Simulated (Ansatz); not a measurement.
Results of LDA in Ansatz (plane waves, PAW) for L1₂ (Cu3Au-type) Al3Sc.

Input file:

Ansatz 0.2 input:
```yaml
crystal:
  lattice:
    - [4.0320043578, 0.0, 0.0]
    - [0.0, 4.0320043578, 0.0]
    - [0.0, 0.0, 4.0320043578]
  atoms:
    - { symbol: Sc, position: [0.0, 0.0, 0.0] }
    - { symbol: Al, position: [0.0, 0.5, 0.5] }
    - { symbol: Al, position: [0.5, 0.0, 0.5] }
    - { symbol: Al, position: [0.5, 0.5, 0.0] }
basis:
  ecutwfc: 520
  ecutrho_ratio: 4
  xc_grid: 2
kpoints:
  mp_grid: { grid: [14, 14, 14] }
hamiltonian:
  xc: lda
  dispersion: none
  pseudopotentials: { kind: paw }
scf:
  occupations: { method: fermi_dirac, width: 0.05 }
  convergence: { dr2_threshold: 0.0000000004 }
output:
  forces: true
  stress: true
  eigenvalues: true
```

The run printed, among other lines:

```
Crystal: 4 atoms, lattice volume = 65.549 Å³
Basis set: ecut = 520 eV, 1791 PW (Γ), exchange–correlation on 60×60×60 points (8 copies of the dense FFT grid, shifted against one another)
Bands: 14, of which v1, the nominal top of the filled ones, is band 10 counted from 1 (9 counted from 0)
Symmetry: 48 space group operations
Space group: Pm-3m (ITA 221), of the structure as read, at distance tolerance 4.0e-5 Å
k-points: 120 of 2744
Functional: x = slater, c = lda
SCF iter   1: F=—  HF=-3629.658769 eV  |F-HF|=—  |Δ(HF+E_count)|=         —  Δρ=4.81e-3  dr2=3.10e-2
SCF iter   2: F=—  HF=-3629.653083 eV  |F-HF|=—  |Δ(HF+E_count)|=   5.69e-3  Δρ=2.86e-3  dr2=8.54e-3
  ...
SCF iter   7: F=—  HF=-3629.650448 eV  |F-HF|=—  |Δ(HF+E_count)|=  6.24e-10  Δρ=8.39e-7  dr2=4.87e-10
SCF iter   8: F=-3629.650448 eV  HF=-3629.650448 eV  |F-HF|=9.09e-13  |Δ(HF+E_count)|=  5.91e-11  Δρ=7.17e-8  dr2=3.72e-12
SCF 1 converged in 8 iterations: F = -3629.650448 eV  dr2 = 3.72e-12
SCF converged after 8 iterations
Free energy (F): -3629.650448 eV
Internal energy: -3629.640265 eV  (E = F + TS)
E sigma→0 (E₀):  -3629.645356 eV
Fermi energy:    9.480366 eV
--- Forces (eV/Å), atoms counted from 1 ---
  atom   1  Sc    -0.00000000     0.00000000     0.00000000
  atom   2  Al     0.00000000    -0.00000000     0.00000000
  atom   3  Al     0.00000000    -0.00000000     0.00000000
  atom   4  Al    -0.00000000     0.00000000     0.00000000
--- Stress (GPa, compression-positive) ---
       -0.000222       0.000000       0.000000
       -0.000000      -0.000222       0.000000
        0.000000       0.000000      -0.000222
  P = ⅓ Tr σ = -0.0002 GPa (-0.002 kbar)
```

The PAW data were made under PBE.

Ansatz is an electronic-structure program.
